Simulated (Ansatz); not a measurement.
## Ansatz run on MgCu2SnS4 (I-4, 8 atoms in the cell): self-consistent single point

Level of theory: PBE (plane waves, PAW; Ansatz, an electronic-structure program).

Input:

Ansatz 0.2 input:
```yaml
# MgCu2SnS4
crystal:
  lattice:
    - [-2.74387100, 2.74387100, 5.49633700]
    - [2.74387100, -2.74387100, 5.49633700]
    - [2.74387100, 2.74387100, -5.49633700]
  atoms:
    - { symbol: Cu, position: [0.00000000, 0.00000000, 0.00000000] }
    - { symbol: Cu, position: [0.75000000, 0.25000000, 0.50000000] }
    - { symbol: Mg, position: [0.25000000, 0.75000000, 0.50000000] }
    - { symbol: Sn, position: [0.50000000, 0.50000000, 0.00000000] }
    - { symbol: S, position: [0.62900000, 0.62800000, 0.51300000] }
    - { symbol: S, position: [0.11500000, 0.11600000, 0.48700000] }
    - { symbol: S, position: [0.37200000, 0.88500000, 0.00100000] }
    - { symbol: S, position: [0.88400000, 0.37100000, 0.99900000] }
kpoints:
  mp_grid: { grid: [7, 7, 7] }
hamiltonian:
  xc: pbe
  pseudopotentials: { kind: paw }
scf:
  occupations: { method: gaussian, width: 0.1 }
output:
  forces: true
  eigenvalues: true
  stress: true
```

Output (repeated stretches shortened):

```
WARN basis.ecutwfc = 420 eV, the default
WARN ansatz: RAYON_NUM_THREADS=1 ignored (pool sized by the plan → 1); use --threads N
Pseudopotentials: kind: paw
Pseudopotential: Cu, paw, valence charge 19
Pseudopotential: Mg, paw, valence charge 10
Pseudopotential: Sn, paw, valence charge 14
Pseudopotential: S, paw, valence charge 6
Crystal: 8 atoms, lattice volume = 165.524 Å³
Basis set: ecut = 420 eV, 3243 PW (Γ), exchange–correlation on 90×90×90 points (8 copies of the dense FFT grid, shifted against one another)
Bands: 52, of which v1, the nominal top of the filled ones, is band 43 counted from 1 (42 counted from 0)
Symmetry: 4 space group operations
Space group: I-4 (ITA 82), of the structure as read, at distance tolerance 5.5e-5 Å
k-points: 52 of 343 (time reversal used)
Initial density: superposition of atomic densities (neutral atoms: chi_scale 0, normalization atom), corrected by the library's trained network
Initial wavefunctions: pseudopotential atomic-orbital guess
Eigensolver: davidson
Functional: x = pbe(κ = 0.804, μ = 0.2195149727645171), c = pbe(β = 0.06672455060314922)
SCF iter   1: F=—  HF=-24811.294868 eV  |F-HF|=—  |Δ(HF+E_count)|=         —  Δρ=1.21e-3  dr2=2.10e-3  ethr=1.77e-3  ⟨swp⟩=7.7  Hψ=11444  notcnv=0  defer=6
all-band conjugate gradients solve this SCF's bands
preconditioner: auto → Resta (q_TF=auto, 2.446 Å⁻¹)
SCF iter   2: F=—  HF=-24811.295422 eV  |F-HF|=—  |Δ(HF+E_count)|=   5.55e-4  Δρ=1.34e-3  dr2=1.75e-3  ethr=2.44e-6  ⟨swp⟩=2.7  Hψ=5347  notcnv=0  defer=7
SCF iter   3: F=—  HF=-24811.295123 eV  |F-HF|=—  |Δ(HF+E_count)|=   2.99e-4  Δρ=4.94e-4  dr2=3.11e-4  ethr=2.04e-6  ⟨swp⟩=2.1  Hψ=4552  notcnv=0  defer=7
SCF iter   4: F=—  HF=-24811.295181 eV  |F-HF|=—  |Δ(HF+E_count)|=   5.80e-5  Δρ=1.55e-4  dr2=3.46e-5  ethr=3.62e-7  ⟨swp⟩=2.0  Hψ=3103  notcnv=0  defer=7
SCF iter   5: F=—  HF=-24811.295278 eV  |F-HF|=—  |Δ(HF+E_count)|=   9.69e-5  Δρ=8.67e-5  dr2=1.07e-5  ethr=4.02e-8  ⟨swp⟩=2.0  Hψ=3636  notcnv=0  defer=7
SCF iter   6: F=—  HF=-24811.295278 eV  |F-HF|=—  |Δ(HF+E_count)|=   5.70e-7  Δρ=5.71e-5  dr2=4.46e-6  ethr=1.24e-8  ⟨swp⟩=2.1  Hψ=4268  notcnv=0  defer=7
SCF iter   7: F=—  HF=-24811.295279 eV  |F-HF|=—  |Δ(HF+E_count)|=   6.31e-7  Δρ=2.44e-5  dr2=8.86e-7  ethr=5.18e-9  ⟨swp⟩=2.2  Hψ=3049  notcnv=0  defer=7
SCF iter   8: F=-24811.295280 eV  HF=-24811.295280 eV  |F-HF|=3.83e-8  |Δ(HF+E_count)|=   4.07e-7  Δρ=4.85e-6  dr2=4.72e-8  ethr=1.16e-10  ⟨swp⟩=8.3  Hψ=12795  notcnv=0
SCF 1 converged in 8 iterations: F = -24811.295280 eV  dr2 = 4.72e-8
SCF converged after 8 iterations
Free energy (F): -24811.295280 eV
Harris-Foulkes:  -24811.295280 eV  (|F-HF|=3.83e-8)
Internal energy: -24811.295278 eV  (E = F + TS)
E sigma→0 (E₀):  -24811.295279 eV
Entropy (-TS):   -0.000002 eV (-0.000 meV/atom)
Fermi energy:    7.627322 eV
--- Per-component energies (eV) ---
  E_band       = -1486.997818
  E_kinetic    = 1293.121317
  E_local      = -14971.487576  (includes V_loc(G=0)·N_el)
  E_nonlocal   = 975.788405
  E_hartree    = 6633.724598
  E_xc         = -976.607500
  E_vxc        = -711.328267  (∫ρ·V_xc dr)
  E_paw        = -10174.946621  (= ΣΔE_a)
  E_vpaw       = -1340.533293  (= ΣTr[D̂ρ^β])
  E_aug_tail   = 0.000579  (compensation charges beyond the density's cutoff)
  E_ewald      = -7590.888479
  E_smearing   = -0.000002  (= −TS)
  E_closure    = -0.000000  (closes the sum)
  Σ components = -24811.295280   (vs F -24811.295280, Δ=0.00e0)
--- Forces (eV/Å), atoms counted from 1 ---
  atom   1  Cu    -0.00000000    -0.00000000     0.00000000
  atom   2  Cu    -0.00000000     0.00000000     0.00000000
  atom   3  Mg    -0.00000000    -0.00000000     0.00000000
  atom   4  Sn    -0.00000000     0.00000000     0.00000000
  atom   5  S     -0.31637323     0.76703541     0.26519327
  atom   6  S      0.31637323    -0.76703541     0.26519327
  atom   7  S      0.76703541     0.31637323    -0.26519327
  atom   8  S     -0.76703541    -0.31637323    -0.26519327
  max |Σ_I F_I| component: 1.11e-16 eV/Å
--- Stress (GPa, compression-positive) ---
        1.973553       0.000000      -0.000000
       -0.000000       1.973553      -0.000000
       -0.000000      -0.000000       2.002527
  P = ⅓ Tr σ = 1.9832 GPa (19.832 kbar)
  The stress holds the Pulay correction. Without it, at fixed plane waves, as pw.x and ABINIT print it: P = 1.9432 GPa
--- Band table (eV; the first three rows and the last of 52) ---
  k-point 0: bands = ["-103.9699", "-103.9382", "-67.8771", "-61.4240", "-61.3523", "-61.3523", "-61.3427", "-61.3427", "-61.3103", "-34.6381", "-34.6381", "-34.6288", "-14.7724", "-14.7703", "-14.7703", "-14.6905", "-14.6862", "-6.7610", "-5.3162", [...]
  k-point 1: bands = ["-103.9699", "-103.9382", "-67.8771", "-61.4240", "-61.3523", "-61.3523", "-61.3427", "-61.3427", "-61.3103", "-34.6381", "-34.6381", "-34.6287", "-14.7726", "-14.7704", "-14.7703", "-14.6903", "-14.6861", "-6.6613", "-5.3906", [...]
  k-point 2: bands = ["-103.9700", "-103.9383", "-67.8771", "-61.4240", "-61.3523", "-61.3523", "-61.3427", "-61.3427", "-61.3103", "-34.6381", "-34.6381", "-34.6287", "-14.7729", "-14.7706", "-14.7704", "-14.6899", "-14.6859", "-6.4006", "-5.5724", [...]
  k-point 51: bands = ["-103.9699", "-103.9382", "-67.8771", "-61.4240", "-61.3523", "-61.3523", "-61.3427", "-61.3427", "-61.3103", "-34.6381", "-34.6381", "-34.6287", "-14.7726", "-14.7702", "-14.7701", "-14.6904", "-14.6861", "-6.3133", [...]
```

The run converged in 8 iterations.

The starting cell was generated: these elements placed on a structure prototype, without a prior relaxation; it need not be a known phase or ordering of this composition. Ansatz's pressure includes its estimate of the finite-basis (Pulay) stress.
